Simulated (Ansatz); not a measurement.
# HfO2 (P4₂/mnm, No. 136, 6 atoms in the cell; start mp-776532; a measured phase of this formula has another space group)

Calculation: PBE0 (Ansatz, a quantum-chemistry and plane-wave program, PAW).

Settings: plane-wave cutoff 460 eV, 6×6×8 k mesh (along the axes of the cell as run), Fermi–Dirac smearing 0.01 eV, scalar-relativistic PAW data made under PBE.

Cell (relaxed with PBEsol):

```
CELL_PARAMETERS angstrom
      4.83010     0.00000     0.00000
      0.00000     4.83010     0.00000
      0.00000     0.00000     3.20990
ATOMIC_POSITIONS crystal
  Hf 0.00000 0.00000 0.00000
  Hf 0.50000 0.50000 0.50000
  O  0.19498 0.80502 0.50000
  O  0.80502 0.19498 0.50000
  O  0.69498 0.69498 0.00000
  O  0.30502 0.30502 0.00000
```

```
Quantity                        Value
--------  ---------------------------
band gap  6.42 eV (on the SCF k mesh)
```

Note: cell and atoms aren't relaxed at this level (largest force component 0.03 eV/Å, pressure 2.0 GPa).

Spin–orbit coupling is not included.

Computing time: very roughly 8 core-minutes.

A start named mp-… is a Materials Project structure, which need not be a measured phase.
